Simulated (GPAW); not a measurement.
# GPAW run on Ta₇Co₆ (R-3m, 13 atoms in the cell): self-consistent single point

Method: LDA (Perdew-Wang 92), GPAW PAW datasets LDA (gpaw-data 1.0.1) (plane waves; GPAW 25.7.0).

The input file:

```python
from ase import Atoms
from ase.units import GPa
from gpaw import GPAW, PW

atoms = Atoms(['Ta', 'Ta', 'Ta', 'Ta', 'Ta', 'Ta', 'Ta', 'Co', 'Co', 'Co', 'Co', 'Co', 'Co'],
              cell=[[2.476080, 1.429565, 8.724973],
                    [-2.476080, 1.429565, 8.724973],
                    [0.000000, -2.859131, 8.724973]],
              positions=[[0.000000, 0.000000, 0.000000],
                         [-0.000000, -0.000001, 21.808079],
                         [0.000000, -0.000000, 4.366840],
                         [-0.000000, -0.000001, 17.126328],
                         [-0.000000, -0.000000, 9.048591],
                         [-0.000000, -0.000001, 14.373774],
                         [-0.000000, -0.000000, 11.801145],
                         [-1.209119, -0.698086, 19.480334],
                         [1.209119, 0.698085, 6.694585],
                         [1.209119, -0.698086, 19.480334],
                         [-1.209119, 0.698085, 6.694585],
                         [-0.000000, 1.396170, 19.480334],
                         [-0.000000, -1.396171, 6.694585]],
              pbc=True)

calc = GPAW(mode=PW(850),
            xc='LDA',
            kpts=(4, 4, 4),
            occupations={'name': 'methfessel-paxton', 'width': 0.272, 'order': 0},
            nbands=-19,
            convergence={'density': 1e-05},
            symmetry={'symmorphic': False, 'tolerance': 0.0005},
            maxiter=150)

atoms.calc = calc

energy = atoms.get_potential_energy()
print('Energy (eV):', round(energy, 6))
forces = atoms.get_forces()
print('Forces (eV/Ang):')
print(forces.round(5))
stress = atoms.get_stress()
print('Stress (GPa, Voigt):', (stress / GPa).round(4))
```

The program printed (abridged):

```
Input parameters:
  convergence: {density: 1e-05}
  kpts: [4 4 4]
  maxiter: 150
  mode: {ecut: 850.0,
         name: pw}
  nbands: -19
  occupations: {name: methfessel-paxton,
                order: 0,
                width: 0.272}
  symmetry: {symmorphic: False,
             tolerance: 0.0005}

species:
  Ta:
    name: Tantalum
    Z: 73.0
    valence: 13
    core: 60
    charge: 0.0
    file: Ta.LDA.gz

    # Using partial waves for Ta as LCAO basis

  Co:
    name: Cobalt
    Z: 27.0
    valence: 9
    core: 18
    charge: 0.0
    file: Co.LDA.gz

    # Using partial waves for Co as LCAO basis

Reference energy: -3194485.837296  # eV

Spin-paired calculation

Convergence criteria:
 Maximum [total energy] change in last 3 cyles: 0.0005 eV / valence electron
 Maximum integral of absolute [dens]ity change: 1e-05 electrons / valence electron
 Maximum integral of absolute [eigenst]ate change: 4e-08 eV^2 / valence electron
 Maximum number of scf [iter]ations: 150

Symmetries present (total): 12
Symmetries with fractional translations: 0
64 k-points: 4 x 4 x 4 Monkhorst-Pack grid
10 k-points in the irreducible part of the Brillouin zone
       k-points in crystal coordinates                weights
   0:     0.12500000    0.12500000   -0.12500000          6/64
   1:     0.12500000    0.12500000    0.12500000          2/64
   2:     0.37500000   -0.12500000   -0.12500000          6/64
   3:     0.37500000    0.12500000   -0.37500000         12/64
   4:     0.37500000    0.12500000   -0.12500000         12/64
   5:     0.37500000    0.12500000    0.12500000          6/64
   6:     0.37500000    0.37500000   -0.37500000          6/64
   7:     0.37500000    0.37500000   -0.12500000          6/64
   8:     0.37500000    0.37500000    0.12500000          6/64
   9:     0.37500000    0.37500000    0.37500000          2/64

Wave functions: Plane wave expansion
  Cutoff energy: 850.000 eV
  Number of coefficients (min, max): 10409, 10488
  Pulay-stress correction: 0.000000 eV/Ang^3 (de/decut=0.000000)

Occupation numbers: Methfessel-Paxton:
  width: 0.2720  # eV
  order: 0

Eigensolver

Densities:
  Coarse grid: 63*63*63 grid
  Fine grid: 126*126*126 grid
  Total Charge: 0.000000

Density mixing:
  Method: separate
  Backend: pulay
  Linear mixing parameter: 0.05
  old densities: 5
  Damping of long wavelength oscillations: 50

Hamiltonian:
  XC and Coulomb potentials evaluated on a 126*126*126 grid
  External potential:
    NoExternalPotential

Number of atoms: 13
Number of atomic orbitals: 145
Number of bands in calculation: 91
Number of valence electrons: 145
Bands to converge: occupied

Density initialized from atomic densities
  91 bands from LCAO basis set

Atomic positions and initial magnetic moments

Positions:
   0 Ta     0.000000    0.000000    0.000000    ( 0.0000,  0.0000,  0.0000)
   1 Ta    -0.000000   -0.000001   21.808079    ( 0.0000,  0.0000,  0.0000)
   2 Ta     0.000000   -0.000000    4.366840    ( 0.0000,  0.0000,  0.0000)
   3 Ta    -0.000000   -0.000001   17.126328    ( 0.0000,  0.0000,  0.0000)
   4 Ta    -0.000000   -0.000000    9.048591    ( 0.0000,  0.0000,  0.0000)
   5 Ta    -0.000000   -0.000001   14.373774    ( 0.0000,  0.0000,  0.0000)
   6 Ta    -0.000000   -0.000000   11.801145    ( 0.0000,  0.0000,  0.0000)
   7 Co    -1.209119   -0.698086   19.480334    ( 0.0000,  0.0000,  0.0000)
   8 Co     1.209119    0.698085    6.694585    ( 0.0000,  0.0000,  0.0000)
   9 Co     1.209119   -0.698086   19.480334    ( 0.0000,  0.0000,  0.0000)
  10 Co    -1.209119    0.698085    6.694585    ( 0.0000,  0.0000,  0.0000)
  11 Co    -0.000000    1.396170   19.480334    ( 0.0000,  0.0000,  0.0000)
  12 Co    -0.000000   -1.396171    6.694585    ( 0.0000,  0.0000,  0.0000)

Unit cell:
           periodic     x           y           z      points  spacing
  1. axis:    yes    2.476080    1.429565    8.724973    63     0.0672
  2. axis:    yes   -2.476080    1.429565    8.724973    63     0.0672
  3. axis:    yes    0.000000   -2.859131    8.724973    63     0.0672

  Lengths:   9.181491   9.181491   9.181491
  Angles:   31.290650  31.290650  31.290652

Effective grid spacing dv^(1/3) = 0.0905

     iter     time        total  log10-change:
                         energy   eigst   dens
iter:   1 --:--:--  -143.987151
iter:   2 --:--:--  -140.063807   -0.37  -1.24
iter:   3 --:--:--  -139.055886   -0.92  -1.32
iter:   4 --:--:--  -137.343709   -1.08  -1.38
iter:   5 --:--:--  -137.248771   -0.95  -1.64
iter:   6 --:--:--  -137.044047   -2.18  -1.86
iter:   7 --:--:--  -137.084243   -1.81  -1.96
iter:   8 --:--:--  -137.151111   -2.22  -2.16
iter:   9 --:--:--  -137.090959c  -2.68  -2.23
iter:  10 --:--:--  -137.077888   -2.82  -2.44
iter:  11 --:--:--  -137.074871c  -3.37  -2.75
iter:  12 --:--:--  -137.076591c  -3.29  -2.83
iter:  13 --:--:--  -137.074178c  -3.98  -2.93
iter:  14 --:--:--  -137.074063c  -4.45  -3.27
iter:  15 --:--:--  -137.073858c  -4.69  -3.39
iter:  16 --:--:--  -137.073907c  -5.06  -3.54
iter:  17 --:--:--  -137.073950c  -5.33  -3.72
iter:  18 --:--:--  -137.073860c  -5.75  -3.92
iter:  19 --:--:--  -137.073872c  -6.35  -4.07
iter:  20 --:--:--  -137.073869c  -6.89  -4.18
iter:  21 --:--:--  -137.073867c  -6.37  -4.26
iter:  22 --:--:--  -137.073868c  -7.22  -4.42
iter:  23 --:--:--  -137.073867c  -7.28  -4.52
iter:  24 --:--:--  -137.073867c  -7.44c -4.65
iter:  25 --:--:--  -137.073869c  -7.70c -4.66
iter:  26 --:--:--  -137.073870c  -8.00c -4.77
iter:  27 --:--:--  -137.073868c  -7.62c -4.82
iter:  28 --:--:--  -137.073870c  -8.24c -4.92
iter:  29 --:--:--  -137.073871c  -8.00c -4.97
iter:  30 --:--:--  -137.073870c  -8.82c -5.24c

Converged after 30 iterations.

Dipole moment: (-0.000000, 0.000000, -0.000000) |e|*Ang

Energy contributions relative to reference atoms: (reference = -3194485.837296)

Kinetic:        +67.778260
Potential:      -69.739752
External:        +0.000000
XC:            -132.723837
Entropy (-ST):   -0.467602
Local:           -2.154740
SIC:             +0.000000
--------------------------
Free energy:   -137.307671
Extrapolated:  -137.073870

Showing only first 2 kpts
 Kpt  Band  Eigenvalues  Occupancy
  0    70     11.31065    1.94198
  0    71     11.52120    1.57674
  0    72     11.65755    1.07318
  0    73     11.80255    0.50794

  1    70     11.23091    1.97912
  1    71     11.23106    1.97907
  1    72     11.36683    1.89115
  1    73     11.76611    0.63651

Fermi level: 11.67522

No gap
No difference between direct/indirect transitions
Energy (eV): -137.07387

Forces in eV/Ang:
  0 Ta    0.00000    0.00000    0.00000
  1 Ta   -0.00000   -0.00000    0.09733
  2 Ta    0.00000    0.00000   -0.09733
  3 Ta   -0.00000    0.00000   -0.10341
  4 Ta    0.00000   -0.00000    0.10341
  5 Ta    0.00000   -0.00000    0.76758
  6 Ta    0.00000    0.00000   -0.76758
  7 Co    0.00613    0.00354    0.16777
  8 Co   -0.00613   -0.00354   -0.16777
  9 Co   -0.00613    0.00354    0.16777
 10 Co    0.00613   -0.00354   -0.16777
 11 Co    0.00000   -0.00708    0.16777
 12 Co    0.00000    0.00708   -0.16777

Stress tensor:
     0.078443     0.000000     0.000000
     0.000000     0.078443     0.000000
     0.000000     0.000000     0.077038
Stress (GPa, Voigt): [12.5679 12.5679 12.3428  0.      0.      0.    ]
```

The run converged in 30 iterations. GPAW prints stress with tension positive.

The starting cell comes from a database of computed structures (which also holds hypothetical and non-ambient phases and stackings), without a prior relaxation at this level. Spin-orbit coupling is off. Spin polarisation is off. With a pressure of about -12 GPa the cell is away from its equilibrium volume at this level.

Cost on one core of a shared machine: roughly 30 min.
